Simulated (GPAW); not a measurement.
Band structure of BeSe (F-43m, 2 atoms in the cell).

```
CELL_PARAMETERS angstrom
      0.00000     2.59870     2.59870
      2.59870     0.00000     2.59870
      2.59870     2.59870     0.00000
ATOMIC_POSITIONS crystal
  Be 0.00000 0.00000 0.00000
  Se 0.25000 0.25000 0.25000
```

Computed with PBE, GPAW PAW datasets PBE (gpaw-data 1.0.1) (plane waves; GPAW 25.7.0).

Settings: mode = pw; ecut = 850 eV; xc = PBE; kpts = 11 11 11; mesh shift (steps) = 0 0 0; occupations.name = fermi-dirac; occupations.width = 0 eV; nbands = -8; convergence.density = 1e-05 e/electron; convergence.energy = 1e-05 eV/electron; convergence.bands = -6; symmetry.symmorphic = false; symmetry.tolerance = 0.0005; maxiter = 120.

The starting cell comes from a database of computed structures (which also holds hypothetical and non-ambient phases and stackings), without a prior relaxation at this level. Its lattice was rescaled by a random factor within 2.5 % of one.

Problem. Predict the gap along the standard path and the places of the band edges.

Solution. The gap along the path is 2.69 eV, from Γ to X; the smallest direct gap on it is 4.15 eV.

Levels in eV from the top of the valence band on the SCF mesh, bands 1 to 8:
```csv
point,1,2,3,4,5,6,7,8
Γ,-13.60,0.00,0.00,0.00,4.15,5.02,5.02,5.02
X,-11.90,-4.92,-2.55,-2.55,2.69,4.23,11.48,11.48
W,-11.87,-4.29,-3.65,-3.15,6.12,7.03,7.39,7.86
K,-11.92,-4.52,-3.86,-2.13,3.79,6.78,9.56,9.86
L,-12.33,-5.51,-1.03,-1.03,4.23,5.97,5.97,9.94
U,-11.92,-4.52,-3.86,-2.13,3.79,6.78,9.56,9.86
```
